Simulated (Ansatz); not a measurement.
Functionals compared on a constructed model of the (100) surface of fcc Ni, ferromagnetic, a pseudomorphic layer of Ru in the host's stacking (bottom of the slab: a bare face, its two planes held), in Ansatz (plane waves, PAW). The structure was relaxed with PBE; the other rows are single points on it. Cutoff 420 eV.

Set-up: 7 atoms, 11.0 Å thick at the start; mesh 15x15x1; 0.1 eV smearing; dipole correction on; 2 atoms held, the rest relaxed; start symmetry kept, larger cells not searched; spin-polarised, ending with about 3.6 μB a cell; orders that need a larger cell were not tried, no spin-orbit, no U. It is one candidate, not shown to be the stable structure of the face. These notes are the PBE run's.

| functional | work function of the top face (eV) | magnetic moment of the cell (μB) | rough cost of the single point |
|---|---|---|---|
| PBE | 5.21 | 3.60 | – |
| RPBE | 5.05 | 3.66 | about 2.3 core-minutes (a rough figure) |

Ansatz is a first-principles code.
